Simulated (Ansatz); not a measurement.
SnO2: alloy series

Take SnO2 in the rutile structure (space group P4_2/mnm, No. 136) as the base.

```xyz
6
Lattice="4.7599 0.0000 0.0000 0.0000 4.7599 0.0000 0.0000 0.0000 3.2008" Properties=species:S:1:pos:R:3 pbc="T T T"
Sn     0.0000     0.0000     0.0000
Sn     2.3800     2.3800     1.6004
O      1.4561     1.4561     0.0000
O      3.8361     0.9238     1.6004
O      0.9238     3.8361     1.6004
O      3.3038     3.3038     0.0000
```

The other end (x = 1) is SiO2 in the rutile structure (space group P4_2/mnm, No. 136): 7.79 Å³/atom, gap 6.51 eV.

Si replaces a fraction x of Sn; each row is one arrangement (x, atoms in the cell, starting space group or random), fully relaxed.

Level of theory: r2SCAN (Ansatz, a quantum-chemistry and plane-wave program, PAW, no SOC).

Base values:

The band gap is 1.77 eV.

Question: The aim is a band gap between 4.18 eV and 4.54 eV. Which of these changes reaches it?
(A) x(Si) = 0.75, 12 atoms, C2/m
(B) x(Si) = 0.25, 12 atoms, Cmmm
(C) x(Si) = 0.5, 12 atoms, Pmmm
(D) x(Si) = 0.5, 12 atoms, P2_1/c

Answer: A, x(Si) = 0.75, 12 atoms, C2/m. It gives 4.32 eV; x(Si) = 0.5, 12 atoms, Pmmm gives 2.63 eV; x(Si) = 0.5, 12 atoms, P2_1/c gives 2.98 eV; x(Si) = 0.25, 12 atoms, Cmmm gives 2.11 eV. Changes not listed may reach it too

These are small ordered cells, not random alloys; other orderings at the same x differ. Semilocal Kohn–Sham gaps tend to fall short of experiment. Whether these cells are dynamically stable was not tested.
